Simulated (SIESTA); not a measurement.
**Input and output of a self-consistent single point for Ta₂Co (I4/mcm, 6 atoms in the cell) (SIESTA)**

Level of theory: GGA PBEsol, numerical atomic orbitals DZP, PseudoDojo PBEsol standard norm-conserving potentials (rewritten from UPF to PSML) in SIESTA.

Input:

```
# files in the folder: Ta.psml Co.psml (PseudoDojo PBEsol standard)
SystemName  Ta2Co
SystemLabel ta2co

NumberOfAtoms                6
NumberOfSpecies              2
%block ChemicalSpeciesLabel
  1 73 Ta
  2 27 Co
%endblock ChemicalSpeciesLabel
LatticeConstant              4.967225 Ang
%block LatticeVectors
    -0.612442561    0.612442561    0.499828375
     0.612442561   -0.612442561    0.499828375
     0.612442561    0.612442561   -0.499828375
%endblock LatticeVectors
AtomicCoordinatesFormat      Ang
%block AtomicCoordinatesAndAtomicSpecies
     4.023838578    0.981698578   -0.000000000  1
    -0.981698578    2.060441422    2.482760000  1
     2.060441422    0.981698578    2.482760000  1
     0.981698578    2.060441422    0.000000000  1
     0.000000000    0.000000000    3.724140000  2
     0.000000000    0.000000000    1.241380000  2
%endblock AtomicCoordinatesAndAtomicSpecies

XC.functional                GGA
XC.authors                   PBEsol
PAO.BasisSize                DZP
PAO.EnergyShift              0.01 Ry
MeshCutoff                   300 Ry
%block kgrid.MonkhorstPack
    6   0   0  0.0
    0   6   0  0.0
    0   0   6  0.0
%endblock kgrid.MonkhorstPack
OccupationFunction           FD
ElectronicTemperature        0.1 eV

MaxSCFIterations             150
SCF.Mixer.Method             Pulay
SCF.Mixer.Weight             0.2
SCF.Mixer.History            8
SCF.DM.Tolerance             1.0E-04
Diag.ParallelOverK           true
WriteForces                  true
Charge.Mulliken              end
```

The program printed (abridged):

```
reinit: Reading from file input.fdf

reinit: System Name: Ta2Co
reinit: System Label: ta2co

coor:   Atomic-coordinates input format  =     Cartesian coordinates
coor:                                          (in Angstroms)

siesta: Atomic coordinates (Bohr) and species
siesta:      7.60395   1.85514  -0.00000  1        1
siesta:     -1.85514   3.89367   4.69174  1        2
siesta:      3.89367   1.85514   4.69174  1        3
siesta:      1.85514   3.89367   0.00000  1        4
siesta:      0.00000   0.00000   7.03760  2        5
siesta:      0.00000   0.00000   2.34587  2        6

siesta: System type = bulk

initatomlists: Number of atoms, orbitals, and projectors:      6   114   164

siesta: ******************** Simulation parameters ****************************
redata: Spin configuration                          = none
redata: Time-Reversal Symmetry                      = T
redata: Number of Atomic Species                    =        2
redata: Mesh Cutoff                                 =   300.0000 Ry
redata: Net charge of the system                    =     0.0000 |e|
redata: Min. number of SCF Iter                     =        0
redata: Max. number of SCF Iter                     =      150
redata: SCF convergence failure will abort job
redata: SCF mix quantity                            = Hamiltonian
redata: Mix DM or H after convergence               =   F
redata: Recompute H after scf cycle                 =   F
redata: Mix DM in first SCF step                    =   T
redata: No kicks to SCF
redata: DM Mixing Weight for Kicks                  =     0.5000
redata: Require Harris convergence for SCF          =   F
redata: Harris energy tolerance for SCF             =     0.000100 eV
redata: Require DM convergence for SCF              =   T
redata: DM tolerance for SCF                        =     0.000100
redata: Require EDM convergence for SCF             =   F
   [... lines left out ...]
diag: Parallel distribution                         =     1 x     1
diag: Used triangular part                          = Lower
diag: Absolute tolerance                            =  0.100E-15
diag: Orthogonalization factor                      =  0.100E-05
diag: Memory factor                                 =  1.0000

superc: Internal auxiliary supercell:     5 x     5 x     5  =     125
superc: Number of atoms, orbitals, and projectors:    750  14250  20500

                        Single-point calculation

superc: Internal auxiliary supercell:     5 x     5 x     5  =     125
superc: Number of atoms, orbitals, and projectors:    750  14250  20500

outcell: Unit cell vectors (Ang):
       -3.042140    3.042140    2.482760
        3.042140   -3.042140    2.482760
        3.042140    3.042140   -2.482760

outcell: Cell vector modules (Ang)   :    4.967225    4.967225    4.967225
outcell: Cell angles (23,13,12) (deg):    104.4674    104.4674    120.0227
outcell: Cell volume (Ang**3)        :     91.9080
new_DM -- step:     1
Initializing Density Matrix...

Attempting to read DM from file... Failed...
DM filled with atomic data:

InitMesh: MESH = 48 x 48 x 48 = 110592
InitMesh: Mesh cutoff (required, used) =   300.000   344.030 Ry

stepf: Fermi-Dirac step function
        iscf     Eharris(eV)        E_KS(eV)     FreeEng(eV)     dDmax    Ef(eV) dHmax(eV)
   scf:    1   -15327.179614   -15375.738166   -15375.953501  1.555571 -2.473499 22.483818
   scf:    2   -15262.440398   -15363.082525   -15363.277878  0.465014 -3.316056 24.861340
   scf:    3   -15403.172270   -15395.447454   -15395.624736  0.268808 -3.170825  4.237803
   scf:    4   -15380.381069   -15392.019775   -15392.230266  0.302088 -3.505380 10.504965
   scf:    5   -15355.241780   -15387.408842   -15387.581701  0.260797 -3.680751 14.528761
   scf:    6   -15398.759487   -15397.327223   -15397.506314  0.139635 -3.626651  0.517487
   [... 3 lines left out ...]
   scf:   10   -15397.343089   -15397.343033   -15397.522956  0.000352 -3.627892  0.049343
   scf:   11   -15397.343017   -15397.343026   -15397.522921  0.000069 -3.628018  0.055447
   scf:   12   -15397.342550   -15397.342969   -15397.523009  0.000938 -3.627448  0.035019
   scf:   13   -15397.343139   -15397.343094   -15397.523065  0.000434 -3.627791  0.007326
   scf:   14   -15397.343069   -15397.343083   -15397.523067  0.000075 -3.627758  0.000051
SCF Convergence by DM+H criterion
max |DM_out - DM_in|         :     0.0000748893
max |H_out - H_in|      (eV) :     0.0000512917
SCF cycle converged after 14 iterations

Using DM_out to compute the final energy and forces

siesta: E_KS(eV) =           -15397.3431

siesta: E_KS - E_eggbox =    -15397.3431

siesta: Atomic forces (eV/Ang):
     1   -0.073900   -0.073900   -0.000130
     2    0.073900    0.073900    0.000130
     3    0.074021   -0.074021   -0.000000
     4   -0.074021    0.074021    0.000000
     5   -0.000050    0.000050    0.000000
     6    0.000050   -0.000050    0.000000
   Tot   -0.000000   -0.000000    0.000000
   Max    0.074021
   Res    0.049307    sqrt( Sum f_i^2 / 3N )
   Max    0.074021    constrained

Stress tensor Voigt[x,y,z,yz,xz,xy] (kbar):       66.37       66.37       81.15        0.13        0.13        0.16
(Free)E + p*V (eV/cell)   -15401.6130
Target enthalpy (eV/cell)   -15397.5231

siesta: Program's energy decomposition (eV):
siesta: Ebs     =     -2839.173106
siesta: Eions   =     19627.942373
siesta: Ena     =      2154.968912
siesta: Ekin    =      5539.232359
siesta: Enl     =      -535.306043
siesta: Eso     =         0.000000
siesta: Edftu   =         0.000000
siesta: DEna    =       177.852227
siesta: DUscf   =         5.684042
siesta: DUext   =         0.000000
siesta: Ex      =     -2915.367418
siesta: Ec      =      -196.464789
siesta: Exc     =     -3111.832206
siesta: Eharris =    -15397.343069
siesta: Etot    =    -15397.343083
siesta: FreeEng =    -15397.523067

siesta: Atomic forces (eV/Ang):
siesta:      1   -0.073900   -0.073900   -0.000130
siesta:      2    0.073900    0.073900    0.000130
siesta:      3    0.074021   -0.074021   -0.000000
siesta:      4   -0.074021    0.074021    0.000000
siesta:      5   -0.000050    0.000050    0.000000
siesta:      6    0.000050   -0.000050    0.000000
siesta: ----------------------------------------
siesta:    Tot   -0.000000   -0.000000    0.000000

siesta: Stress tensor (static) (eV/Ang**3):
siesta:     0.041425    0.000098    0.000081
siesta:     0.000098    0.041425    0.000081
siesta:     0.000081    0.000081    0.050651

   [... lines left out ...]
siesta: Cell volume =         91.907959 Ang**3
siesta:         -71.29743089        -70.54105223  kBar
   [... lines left out ...]
              0.268   0.864   0.910   0.661   0.910   0.776  -0.087  -0.111

             -0.039  -0.111  -0.089
   3 13.098   1.920   1.288  -0.407   1.944   1.946   1.944   0.268   0.245
              0.268   0.864   0.910   0.661   0.910   0.776  -0.087  -0.111

             -0.039  -0.111  -0.089
   4 13.098   1.920   1.288  -0.407   1.944   1.946   1.944   0.268   0.245
              0.268   0.864   0.910   0.661   0.910   0.776  -0.087  -0.111

             -0.039  -0.111  -0.089

Species: Co
Atom  Qatom  Qorb
               3s      4s      4s      3py     3pz     3px     4py     4pz
               4px     3dxy    3dyz    3dz2    3dxz    3dx2-y2 3dxy    3dyz
               3dz2    3dxz    3dx2-y2
   5 16.804   1.902   0.309   0.054   2.006   2.009   2.006   0.339   0.397
              0.339   1.571   1.691   1.425   1.691   1.616  -0.107  -0.115

             -0.110  -0.115  -0.105
   6 16.804   1.902   0.309   0.054   2.006   2.009   2.006   0.339   0.397
              0.339   1.571   1.691   1.425   1.691   1.616  -0.107  -0.115

             -0.110  -0.115  -0.105

mulliken: Qtot =       86.000

Mulliken Atomic Populations:
Atom #   charge [q] valence [e]  Species
     1    -0.097845   13.097845  Ta
     2    -0.097845   13.097845  Ta
     3    -0.097875   13.097875  Ta
     4    -0.097875   13.097875  Ta
     5     0.195719   16.804281  Co
     6     0.195719   16.804281  Co
 Total    -0.000000
```

The run converged in 14 iterations.

The starting cell comes from a database of computed structures (which also holds hypothetical and non-ambient phases and stackings), without a prior relaxation at this level. Spin polarisation is off. Values carry the incompleteness of an atom-centred basis. With a pressure of about -7 GPa the cell is away from its equilibrium volume at this level.

Cost on one core of a shared machine: roughly 50 s.
